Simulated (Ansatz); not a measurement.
**(Ge)5/(Sn)1 zinc blende (001) superlattice on Ge**

A (001) superlattice of 5 double layers of Ge and 1 of Sn (both in the zinc blende type), in-plane lattice that of Ge; the cell holds Ge10Sn2.

Level of theory: PBE (plane waves to 420 eV, PAW; Ansatz, a quantum-chemistry and plane-wave program). No spin–orbit coupling. Its k-point mesh 8×8×2, Fermi–Dirac width 0.01 eV.

- period: 18.24 Å
- in-plane lattice vector: 4.078 Å
- strain of bulk Sn held on this lattice, in plane and along the normal: -13.39 %, then +19.23 %
- PBE gap of the superlattice over the mesh and listed points off it: closed, bands overlapping by 0.5 eV

```xyz
12
Lattice="4.0777 0.0000 0.0000 0.0000 4.0777 0.0000 0.0000 0.0000 18.2351" Properties=species:S:1:pos:R:3 pbc="T T T"
Ge     0.0000     0.0000     0.0617
Ge     2.0388     0.0000     1.5050
Ge     2.0388     2.0388     2.9477
Ge     0.0000     2.0388     4.3905
Ge     0.0000     0.0000     5.8307
Ge     2.0388     0.0000     7.2721
Ge     2.0388     2.0388     8.7122
Ge     0.0000     2.0388    10.1550
Ge     0.0000     0.0000    11.5977
Ge     2.0388     0.0000    13.0410
Sn     2.0388     2.0388    14.6913
Sn     0.0000     2.0388    16.6466
```
